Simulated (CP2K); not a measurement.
CP2K 2026.2, DFT, PBE, Gaussian and plane waves, DZVP-MOLOPT bases, GTH-PBE potentials: diamond-structure Ge (Ge36), 36 atoms. Basis and mesh were picked for this test and aren't claimed converged.

| Property | Result |
|---|---|
| cell | 12.00, 12.00, 8.00 Å; 60, 60, 60° |
| SCF method | diagonalisation with mixing (no OT or OUTER_SCF section) |
| task | scf |
| basis | Ge=DZVP-MOLOPT-SR-GTH-q4 |
| GLOBAL/RUN_TYPE | ENERGY_FORCE |
| GLOBAL/PRINT_LEVEL | LOW |
| QS/METHOD | GPW |
| QS/EPS_DEFAULT | 1e-12 |
| MGRID/CUTOFF | 280 Ry |
| MGRID/REL_CUTOFF | 50 Ry |
| SCF/SCF_GUESS | ATOMIC |
| SCF/EPS_SCF | 1e-06 |
| SCF/MAX_SCF | 150 |
| SCF/DIAGONALIZATION/ALGORITHM | STANDARD |
| SCF/MIXING/METHOD | BROYDEN_MIXING |
| SCF/MIXING/ALPHA | 0.4 |
| SCF/MIXING/NBUFFER | 8 |
| SCF/ADDED_MOS | 17 |
| SCF/SMEAR/METHOD | FERMI_DIRAC |
| SCF/SMEAR/ELECTRONIC_TEMPERATURE | [K] 300 |
| KPOINTS/SCHEME | MONKHORST-PACK 2 2 2 |
| KPOINTS/GAMMA_CENTERED | T |
| MGRID/NGRIDS | 2 |
| GLOBAL/PREFERRED_DIAG_LIBRARY | ELPA (default) |
| SCF/MIXING/BETA | 0.5 (default) |
| basis functions | 468 |

Machine: one whole node, Intel Xeon 6 (Granite Rapids), 96 cores on 1 socket, 2 hardware threads a core, 3 L3 cache groups, 3 NUMA nodes.

Run on 24 ranks, it takes 7.9 s from launch to exit:

```bash
OMP_NUM_THREADS=1 mpirun -np 24 cp2k.psmp -i run.inp
```

From its output:

```
 DBCSR| CPU Multiplication driver                                           BLAS (U)
 DBCSR| MPI: Number of processes                                              24
 DBCSR| OMP: Max number of threads                                             1
 GLOBAL| Run type                                                   ENERGY_FORCE
 GLOBAL| FFT library                                                       FFTW3
 GLOBAL| Diagonalization library                                            ELPA
 GLOBAL| Matrix multiplication library                                     COSMA
 GLOBAL| Grid backend                                                       AUTO
 GLOBAL| Total number of message passing processes                            24
 GLOBAL| Number of threads for this process                                    1
                             - Atoms:                                         36
                             - Spherical basis functions:                    468
                        Mixing method:                            BROYDEN_MIXING
 Number of electrons:                                                        144
 Number of occupied orbitals:                                                 72
 Number of molecular orbitals:                                                89
 Number of orbital functions:                                                468
 MEMORY| Estimated peak process memory [MiB]                                 433
...
 SUBROUTINE                       CALLS  ASD         SELF TIME        TOTAL TIME
                                MAXIMUM       AVERAGE  MAXIMUM  AVERAGE  MAXIMUM
 CP2K                                 1  1.0    0.004    0.005    6.627    6.627
 qs_forces                            1  2.0    0.000    0.000    6.590    6.590
 qs_energies                          1  3.0    0.000    0.000    6.119    6.119
 scf_env_do_scf                       1  4.0    0.000    0.000    5.794    5.797
 scf_env_do_scf_inner_loop            9  5.0    0.001    0.001    5.794    5.797
 rebuild_ks_matrix                   10  6.7    0.000    0.000    2.807    3.167
 qs_ks_build_kohn_sham_matrix        10  7.7    0.002    0.002    2.807    3.167
 sum_up_and_integrate                10  8.7    0.000    0.000    2.503    2.862
 integrate_v_rspace                  10  9.7    0.002    0.003    2.501    2.860
 qs_ks_update_qs_env                  9  6.0    0.000    0.000    2.523    2.843
 grid_integrate_task_list            10 10.7    2.392    2.751    2.392    2.751
 qs_rho_update_rho_low               10  6.0    0.000    0.000    1.998    1.999
 calculate_rho_elec                  10  7.0    0.003    0.005    1.998    1.999
 grid_collocate_task_list            10  8.0    1.619    1.857    1.619    1.857
 qs_scf_new_mos_kp                    9  6.0    0.000    0.000    1.194    1.484
 do_general_diag_kp                   9  7.0    0.001    0.001    1.194    1.484
 dbcsr_desymmetrize_deep            661  8.3    0.008    0.009    0.539    0.875
 mp_alltoall_i22                   1178  9.6    0.513    0.855    0.513    0.855
 density_rs2pw                       10  8.0    0.000    0.000    0.372    0.580
 transfer_rs2pw                      21  8.9    0.000    0.000    0.333    0.540
 transfer_rs2pw_140                  11  9.8    0.039    0.040    0.319    0.526
 mp_sendrecv_dv                     483 10.9    0.290    0.496    0.290    0.496
 cp_cfm_geeig                         9  8.0    0.000    0.000    0.426    0.433
 qs_ks_update_qs_env_forces           1  3.0    0.000    0.000    0.316    0.356
 copy_dbcsr_to_fm                   357  7.7    0.002    0.002    0.257    0.303
 cp_cfm_heevd                         9  9.0    0.000    0.000    0.280    0.285
 cp_cfm_heevd_base                    9 10.0    0.280    0.285    0.280    0.285
 qs_vxc_create                       10  8.7    0.001    0.001    0.235    0.237
 xc_vxc_pw_create                    10  9.7    0.004    0.005    0.234    0.236
 fft_wrap_pw1pw2                    139 11.0    0.001    0.001    0.232    0.234
 fft_wrap_pw1pw2_140                119 12.1    0.008    0.008    0.220    0.223
 init_scf_run                         1  4.0    0.000    0.000    0.215    0.216
 scf_env_initial_rho_setup            1  5.0    0.000    0.000    0.215    0.216
 write_kpoints_restart                9  6.0    0.000    0.000    0.200    0.203
 cp_fm_write_unformatted             53  7.0    0.016    0.174    0.044    0.184
 fft3d_ps                           139 13.0    0.083    0.097    0.172    0.176
 mp_send_dv                          53  8.0    0.028    0.166    0.028    0.166
 cp_fm_start_copy_general           464  8.1    0.017    0.027    0.151    0.155
 xc_rho_set_and_dset_create          10 10.7    0.003    0.004    0.140    0.151
 kpoint_density_transform            10  7.7    0.001    0.001    0.134    0.136
 xc_pw_derive                        60 11.7    0.000    0.000    0.127    0.132
 mp_allgather_i                     928  9.1    0.125    0.132    0.125    0.132
 dbcsr_complete_redistribute        517  9.0    0.021    0.029    0.113    0.115
 build_core_hamiltonian_matrix_       1  3.0    0.000    0.000    0.100    0.115
 potential_pw2rs                     10 10.7    0.000    0.000    0.106    0.107
 build_core_ppnl_forces               1  4.0    0.085    0.097    0.085    0.097
```

Wall times, medians of two to five repeats, each run alone on the node (launch to exit). Unless noted, each process is bound to its own block of adjacent cores. The build: conda-forge: MPICH, OpenMP, OpenBLAS, FFTW, ScaLAPACK, ELPA, COSMA, DBCSR on BLAS; another build can shift the numbers. Scratch files lie in a memory file system.

Task: What holds this run back, and which change relieves it on the same cores with the result kept within 1.0 meV/atom in energy, 10 meV/Å in forces (largest component)?

Result: The largest part is integrating the potential on the grids (grid_integrate_task_list), 30 % of the time from launch to exit. One change that relieves it (others may too): going from MGRID/NGRIDS = 2 to MGRID/NGRIDS = 4 (default), the fastest among the values tried that keep the result: 7.9 s to 5.2 s (1.5× as fast). The largest move is in integrating the potential on the grids (grid_integrate_task_list): 2.4 s to 0.93 s. These two results differ by: energy under 0.001 meV/atom, forces (largest component) under 0.001 meV/Å. Others tried: MGRID/NGRIDS = 1 (26 s).
